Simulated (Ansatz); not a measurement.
A computed series for hypothetical Fmmm Ga: pressure series

The reference is Ga (space group Fmmm, No. 69; a hypothetical phase, not in the database extracts checked).

```
Ga
1.0
    0.00000     2.51633     5.18407
    1.39378     0.00000     5.18407
    1.39378     2.51633     0.00000
Ga
2
Cartesian
  1.39378   2.51633   9.03179
  1.39378   2.51633   1.33636
```

Cell and atoms are relaxed at each pressure.

All numbers come from plane-wave PAW DFT at the PBE-D3(BJ) level (Ansatz, a quantum-chemistry and plane-wave program, 420 eV), without spin-orbit coupling, earlier PAW set.

```tsv
pressure (GPa)	volume per atom (Å³/atom)
0	18.182
0.9	17.896
2.1	17.555
4.5	?
9	16.124
15	15.280
22.5	14.483
```

Q: Fit the third-order Birch–Murnaghan form P(V) = (3B₀/2)[(V₀/V)^(7/3) − (V₀/V)^(5/3)]·[1 + (3/4)(B₀′ − 4)((V₀/V)^(2/3) − 1)] (squares taken in P) to the rows shown and predict the withheld row.

A: Least squares on the printed values gives V₀ = 18.179 Å³/atom, B₀ = 55.2 GPa, B₀′ = 5.1; this predicts 16.977 Å³/atom, and the run gives 16.973 Å³/atom, 0.004 lower.

Load acts through the strain it causes; cell and atoms are relaxed under it. Stability against distortions was not tested. No other phases were tried under pressure. The base started in Cmce and relaxed to Fmmm at this level.
